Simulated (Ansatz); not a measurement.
## HfSiO4 (I4₁/amd, No. 141, 12 atoms in the cell; start COD 9000852)

Method: PBE (PAW; Ansatz, an electronic-structure program).

Run with plane-wave cutoff 520 eV, 8×8×8 k mesh, Fermi–Dirac smearing 0.01 eV, scalar-relativistic PAW data made under PBE.

Cell (measured lattice):

```cif
data_Hf2O8Si2
_chemical_formula_sum 'Hf2 Si2 O8'
_space_group_name_H-M_alt 'P 1'
_space_group_IT_number 1
_cell_length_a 5.52167
_cell_length_b 5.52167
_cell_length_c 5.52167
_cell_angle_alpha 106.953
_cell_angle_beta 106.953
_cell_angle_gamma 114.635
loop_
_space_group_symop_operation_xyz
  'x, y, z'
loop_
_atom_site_label
_atom_site_type_symbol
_atom_site_fract_x
_atom_site_fract_y
_atom_site_fract_z
_atom_site_occupancy
Hf1 Hf 0.00000 0.00000 0.00000 1
Hf2 Hf 0.75000 0.25000 0.50000 1
Si1 Si 0.50000 0.50000 0.00000 1
Si2 Si 0.25000 0.75000 0.50000 1
O1 O 0.68020 0.49570 0.81550 1
O2 O 0.24570 0.93020 0.31550 1
O3 O 0.68020 0.86470 0.18450 1
O4 O 0.61470 0.93020 0.68450 1
O5 O 0.06980 0.38530 0.31550 1
O6 O 0.50430 0.31980 0.18450 1
O7 O 0.06980 0.75430 0.68450 1
O8 O 0.13530 0.31980 0.81550 1
```

```
Property                                      Result
-------------------------------------------  -------
band gap                                     5.45 eV
smallest direct gap on the k points sampled  5.82 eV
direct gap at Γ                              5.85 eV
```

Note: the file's cell can be that of a phase stable at another temperature; cell and atoms aren't relaxed at this level (largest force component 0.27 eV/Å, pressure 7.5 GPa).

Spin–orbit coupling is not included.

Static lattice: no zero-point or thermal effects.
